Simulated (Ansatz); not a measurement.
# Hypothetical P6_3/mmc HgI2, carrier doping

The parent structure is HgI2 (space group P6_3/mmc, No. 194; a = 4.155 Å, c = 14.393 Å; a hypothetical phase, not in the database extracts checked).

Carriers are added at fixed cell with a uniform background; the Fermi–Dirac width is that of 300 K.

Level of theory: Ansatz (a quantum-chemistry and plane-wave program) r2SCAN+rVV10, no spin-orbit coupling.

Notes on the quantities. Fermi level from band edge: Fermi level relative to the doped band's edge (positive inside the band; to 0.05 eV).

```tsv
variant	gap between the host's bands	Fermi level from band edge
undoped	0.66 eV	–
electrons 2.0×10^21 cm⁻³	0.54 eV	+0.60 eV
electrons 3.0×10^21 cm⁻³	0.47 eV	…
electrons 5.0×10^21 cm⁻³	0.30 eV	+0.90 eV
holes 2.0×10^21 cm⁻³	…	+0.10 eV
holes 3.0×10^21 cm⁻³	0.80 eV	+0.15 eV
holes 5.0×10^21 cm⁻³	0.89 eV	+0.15 eV
```

### Question
Complete the table.

### Answer

- electrons 3.0×10^21 cm⁻³, Fermi level from band edge: +0.70 eV
- holes 2.0×10^21 cm⁻³, gap between the host's bands: 0.76 eV

Charged cell with a jellium background: band edges are those of the host's band count, energies are not comparable with the neutral cell, and many-body gap narrowing is missing. Spin-orbit coupling, missing from the scalar runs, can matter with Hg and I. Whether these cells are dynamically stable was not tested.
